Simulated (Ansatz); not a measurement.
Start from TiB₂ (space group P6/mmm, No. 191; a = 3.017 Å, c = 3.185 Å). Axes: x lies along a and z along c of the hexagonal cell.

Computed with PBEsol in Ansatz (plane waves to 420 eV, PAW, spin-orbit coupling left out).

For the base:

```
Property                         Value
-----------------------------  -------
Shortest interatomic distance  1.742 Å
Pressure                       0.0 GPa
```

One thing is altered: uniaxial strain ε_xx = +1.63 %, all other strain components held at zero; the atoms relax in the strained cell.

What does the calculation give for the shortest interatomic distance after the change?

The shortest interatomic distance increases by 0.003 Å, from 1.742 Å to 1.745 Å.

Predict the new pressure.

The pressure (mean of the normal stresses, compression positive) goes from zero to -4.4 GPa.

The mesh was chosen for an insulator and is coarse for the gapless case. No phonon test of stability was made. All final runs are without spin polarisation.

Ansatz is a program for electronic structure.
